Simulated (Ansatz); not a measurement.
Start from W in the bcc (W type) structure (space group Im-3m, No. 229; a = 3.135 Å; relaxed with 0.1 eV smearing). Axes: x, y, z lie along the cube axes.

The values are results of DFT with LDA, PAW potentials and a 420 eV plane-wave cutoff in Ansatz (a program for electronic structure), without spin-orbit coupling, not measurements.

One thing is altered: tensor shear ε_xy = +2.00 % (engineering shear γ = 0.0400); the atoms relax in the strained cell.

### Question
What happens to the energy relative to the base and stress?

### Answer
The energy increases by 12 meV/atom; the stress (xx, yy, zz, yz, xz, xy; compression positive) comes out as (0.4, 0.4, 0.5, 0.0, 0.0, -6.0) GPa.

No phonon test of stability was made. All final runs are without spin polarisation.
